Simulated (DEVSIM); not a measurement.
Structure: abrupt Si p-n junction, at 400 K.

| layer (left to right) | material | thickness (μm) | Nd (cm⁻³) | Na (cm⁻³) | τn (s) | τp (s) |
|---|---|---|---|---|---|---|
| 1 | Si | 0.700 | - | 6.2e15 | 6.3e-7 | 6.3e-7 |
| 2 | Si | 82.0 | 1e17 | - | 6.3e-7 | 6.3e-7 |

Left contact: ohmic. Right contact: ohmic. Voltage is applied to the left contact. Recombination: SRH at mid-gap, radiative. Mobility is constant in doping.

The device is made up for the run: typed textbook-type constants, with dimensions and the other settings drawn at random. Values at 300 K; Nc and Nv go as T^1.5, mobilities as T to minus their exponent, the gap by Varshni's rule with the affinity fixed.

```csv
parameter,Si
gap (eV),1.124
affinity (eV),4.05
permittivity,11.7
Nc (cm⁻³),2.86e19
Nv (cm⁻³),3.1e19
μn (cm²/Vs),1417
μp (cm²/Vs),470
T exponent of μn,2.3
T exponent of μp,2.2
B (cm³/s),4.7e-15
Varshni α (eV/K),0.000473
Varshni β (K),636
```

Simulated with DEVSIM: 1D drift-diffusion, Boltzmann statistics, complete ionisation; no tunnelling, impact ionisation, image-force lowering or self-heating.

The temperature was swept, all else fixed.

```
temperature (K)  dark forward voltage at 100 A/cm² (V)  largest field in the device at zero bias (V/cm)  potential step across the device at zero bias (V)
---------------  -------------------------------------  -----------------------------------------------  -------------------------------------------------
250                                              0.767                                            38000                                              0.843
300                                                  …                                            37000                                              0.758
350                                              0.593                                            35000                                              0.669
400                                              0.508                                            33000                                              0.578
450                                              0.426                                            31000                                              0.485
500                                              0.344                                            30000                                              0.389
```

Question: Complete the blanks.

Answer: 
- 300, dark forward voltage at 100 A/cm² (V): 0.680
